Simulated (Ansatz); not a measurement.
```
Al2Cu
1.0
   -3.00961     3.00961     2.39239
    3.00961    -3.00961     2.39239
    3.00961     3.00961    -2.39239
Al Cu
4 2
Cartesian
  0.95451   2.05511   2.39239
  2.05511   0.95451   0.00000
  0.95451   3.96412   0.00000
  2.05511  -0.95451   2.39239
  0.00000   0.00000   1.19619
  0.00000   0.00000   3.58858
```

Level of theory: PBEsol, DFPT electron-phonon coupling, linearised Boltzmann equation (plane waves, PAW, scalar-relativistic; Ansatz, a quantum-chemistry and plane-wave program). How the cell was made: relaxed with this functional, without spin-orbit coupling.

Task: Predict the intrinsic resistivity at 300 K.

Result: 5.4 (x), 5.4 (y), 5.0 (z) μΩ·cm.

Task: How long is the mean free path there?

Result: 18.0 (x), 18.0 (y), 15.0 (z) nm, weighted by the current that each state carries. Wires not much wider than this gain resistivity from their walls.

A metal at this level (no band gap). Only scattering by harmonic phonons is included (no impurities, grain boundaries, electron-electron scattering or thermal expansion). Spin-orbit coupling is left out. Halving the electron mesh (16x16x16) moves the resistivity by up to 6 % at 300 K, the mean free path by up to 7 %. Smearing 0.20 eV; phonons on a 4x4x4 q mesh, which this run doesn't test.
